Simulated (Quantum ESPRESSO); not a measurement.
Worked example: self-consistent single point of LaFeSi (P4/nmm, 6 atoms in the cell) in Quantum ESPRESSO.

Level of theory: LDA (PZ), GBRV 1.5 ultrasoft (LDA) pseudopotentials (plane waves; Quantum ESPRESSO).

The change in words: lattice scaled by 0.98. Reference geometry:
```
LaFeSi
1.0
    4.07667     0.00000     0.00000
    0.00000     4.07667     0.00000
    0.00000     0.00000     7.19373
La Fe Si
2 2 2
Direct
  0.50000   0.00000   0.68813
  0.00000   0.50000   0.31187
  0.00000   0.00000   0.00000
  0.50000   0.50000   0.00000
  0.50000   0.00000   0.16567
  0.00000   0.50000   0.83433
```
Moments meant for the start (each program seeds them in its own way; μB, in the order of the atoms La La Fe Fe Si Si): 0.0 0.0 4.0 4.0 0.0 0.0.

Reference input (self-consistent single point, DFT, LDA (PZ), plane waves, GBRV 1.5 ultrasoft (LDA) pseudopotentials): ecutwfc = 50 Ry; ecutrho = 400 Ry; occupations = smearing; smearing = gaussian; degauss = 0.019992 Ry; nspin = 2; potentials = {La: la_lda_v1.uspp.F.UPF, Fe: fe_lda_v1.5.uspp.F.UPF, Si: si_lda_v1.uspp.F.UPF}; K_POINTS = automatic 5 5 3 0 0 0; conv_thr = 1e-09 Ry; mixing_beta = 0.4. This run's input differs from it in these lines:

```diff
@@ -30,5 +30,5 @@
 CELL_PARAMETERS angstrom
-   4.0766670000     0.0000000000     0.0000000000
-   0.0000000000     4.0766670000     0.0000000000
-   0.0000000000     0.0000000000     7.1937340000
+   3.9951340000     0.0000000000     0.0000000000
+   0.0000000000     3.9951340000     0.0000000000
+   0.0000000000     0.0000000000     7.0498590000
 ATOMIC_POSITIONS crystal
```

Log, with long lists cut:

```
     Self-consistent Calculation

     iteration #  1     ecut=    50.00 Ry     beta= 0.40

---- Real-time Memory Report at c_bands before calling an iterative solver
           966 MiB given to the printing process from OS
           155 MiB allocation reported by mallinfo(arena+hblkhd)
------------------

     negative rho (up, down):  8.213E-02 8.185E-02

     total energy              =    -721.59354348 Ry
     estimated scf accuracy    <       6.72913143 Ry

     total magnetization       =     2.89 Bohr mag/cell
     absolute magnetization    =     3.23 Bohr mag/cell

     iteration #  2     ecut=    50.00 Ry     beta= 0.40

   [... lines left out ...]
          1081 MiB given to the printing process from OS
           194 MiB allocation reported by mallinfo(arena+hblkhd)
------------------

     negative rho (up, down):  5.856E-02 5.856E-02

     Magnetic moment per site  (integrated on atomic sphere of radius R)
     atom   1 (R=0.307)  charge=  8.1009  magn= -0.0000
     atom   2 (R=0.307)  charge=  8.1009  magn= -0.0000
     atom   3 (R=0.239)  charge= 14.2035  magn=  0.0001
     atom   4 (R=0.239)  charge= 14.2035  magn=  0.0001
     atom   5 (R=0.239)  charge=  1.8282  magn=  0.0000
     atom   6 (R=0.239)  charge=  1.8282  magn=  0.0000
     End of self-consistent calculation

     the Fermi energy is    13.2655 ev

!    total energy              =    -724.59744887 Ry
     estimated scf accuracy    <          3.6E-10 Ry
     smearing contrib. (-TS)   =      -0.01537713 Ry
     internal energy E=F+TS    =    -724.58207174 Ry

     total magnetization       =     0.00 Bohr mag/cell
     absolute magnetization    =     0.00 Bohr mag/cell

     convergence has been achieved in  21 iterations

     negative rho (up, down):  5.856E-02 5.856E-02

     Forces acting on atoms (cartesian axes, Ry/au):

     atom    1 type  1   force =     0.00000000    0.00000000   -0.00233284
     atom    2 type  1   force =     0.00000000    0.00000000    0.00233284
     atom    3 type  2   force =     0.00000000    0.00000000    0.00000000
   [... lines left out ...]
     Total force =     0.041115     Total SCF correction =     0.000025
   [... lines left out ...]

     negative rho (up, down):  5.856E-02 5.856E-02
          total   stress  (Ry/bohr**3)                   (kbar)     P=       -9.52
  -0.00000643   0.00000000   0.00000000           -0.95        0.00        0.00
   0.00000000  -0.00000643   0.00000000            0.00       -0.95        0.00
   0.00000000   0.00000000  -0.00018132            0.00        0.00      -26.67

   JOB DONE.
```

The run converged in 21 iterations. Against the reference run the free energy goes down by 30.6 meV/atom, the pressure goes from -7.23 to -0.95 GPa and the largest force goes from 1.018 to 0.745 eV/Å.

The starting cell comes from a database of computed structures (which also holds hypothetical and non-ambient phases and stackings), without a prior relaxation at this level. Its lattice was rescaled by a random factor within 2.5 % of one. For this run, on top of that: lattice scaled by 0.98. The starting moments vanished: the run ended non-magnetic, which need not be the lowest state.

Cost on one core of a shared machine: roughly 4 min.
